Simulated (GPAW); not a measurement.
Troubleshooting GPAW: a failed run on NaGaSi2O6 (C2/c, 20 atoms in the cell). The aim is a self-consistent single point with DFT LDA (Perdew-Wang 92), plane waves, GPAW PAW datasets LDA (gpaw-data 1.0.1).

Cell that was meant: a = 6.6861 Å, b = 6.6861 Å, c = 5.4436 Å, α = 103.19°, β = 103.19°, γ = 84.47°.

Part of the input:

```python
                                [0.898280, 0.383520, 0.698430],
                                [0.966390, 0.809610, 0.867120],
                                [0.033610, 0.190390, 0.132880],
                                [0.190390, 0.033610, 0.632880]],
              pbc=True)

calc = GPAW(mode=PW(900),
```

Log, with long lists cut:

```
Traceback (most recent call last):
   [... frames left out ...]
ValueError: Array "positions" has wrong length: 19 != 20.
```

Read the log: what does the program object to, and what is the fix?

The fault is an atom count that does not match the list of atoms (one position left out); here the program stops on it instead of giving results. To fix it, make the count match the list. The program stopped before any SCF iteration.

An input that runs soundly differs in these lines (not the only fix; some lines may just follow from the change or write a value another way):
```diff
-                                [0.190390, 0.033610, 0.632880]],
+                                [0.190390, 0.033610, 0.632880],
+                                [0.809610, 0.966390, 0.367120]],
```

With that input, the run converged in 23 iterations: free energy E − TS (from the program's reference atoms) -154.7038 eV; top of the valence band (on the code's own zero) 2.39 eV; gap on the k-point mesh 3.51 eV; largest force (vector length) 0.689 eV/Å (DFT LDA (Perdew-Wang 92), plane waves, GPAW PAW datasets LDA (gpaw-data 1.0.1)).

On the sound input: the starting cell comes from a database of computed structures (which also holds hypothetical and non-ambient phases and stackings), without a prior relaxation at this level. Its lattice was rescaled by a random factor within 2.5 % of one.
